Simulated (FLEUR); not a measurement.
Short convergence ladders for Cu (Fm-3m, 1 atom in the cell)

```xyz
1
Lattice="0.0000 1.8104 1.8104 1.8104 0.0000 1.8104 1.8104 1.8104 0.0000" Properties=species:S:1:pos:R:3 pbc="T T T"
Cu     0.0000     0.0000     0.0000
```

Base method: PBE, all-electron FLAPW (FLEUR), scalar-relativistic valence.

Base settings: Kmax = 3.5 1/bohr; GmaxXC = 12.2 1/bohr; xcFunctional = pbe; jspins = 1; l_soc = F; mode = hist; fermiSmearingEnergy = 0.00367493 Htr; mesh (inpgen div1-3) = 14 14 14; inpgen gamma flag = true; Gmax = 12.2 1/bohr.

**The k-point mesh at a smearing width of 0.02 eV**

In this ladder: fermiSmearingEnergy = 0.00073499 Htr. Moved along: kpt_gamma.

Only quantities that move along the ladder and can be compared are tabulated.

These are the values that this program gave, and no reference: the default basis lacks the next d shell.

```csv
kpt_div,free energy less the last step's (meV/atom)
7 7 7,-37.39
12 12 12,2.91
14 14 14,-0.45
17 17 17,0.96
21 21 21,1.79
25 25 25,1.14
30 30 30,-0.51
37 37 37,0.00
```

Coarsest kpt_div that holds the free energy within 5 meV/atom of the last step, with all finer ones: 12 12 12; the step before is off by 37 meV/atom.

**The width of Gaussian smearing**

In this ladder: mode = gauss; kpt_div = 23 23 23; kpt_gamma = false.

Narrow widths need finer meshes than wide ones, so the last steps can hold mesh noise.

Only quantities that move along the ladder and can be compared are tabulated; pressure and forces are left out, as mesh noise rules them at narrow widths.

These are the values that this program gave, and no reference: the default basis lacks the next d shell.

| fermiSmearingEnergy | total energy (no entropy term) less the last step's (meV/atom) |
|---|---|
| 0.0367493 Htr | 88.69 |
| 0.0183747 Htr | 16.88 |
| 0.0110248 Htr | 5.93 |
| 0.00734986 Htr | 2.79 |
| 0.00367493 Htr | 0.76 |
| 0.00183747 Htr | 0.00 |

Widest fermiSmearingEnergy that holds the total energy (no entropy term) within 5 meV/atom of the last step, with all finer ones: 0.00734986 Htr; the step before is off by 5.9 meV/atom.

On the base run: the starting cell has typed, rounded lattice constants, without a prior relaxation at this level. Its lattice was rescaled by up to half a per cent. Spin polarisation is off. Values depend on the basis (sphere radii, cutoffs, local orbitals), which need not be converged.

Left out of this page: 2 runs of the series with a known weakness of the program; 3 runs of the series failed or unconverged.
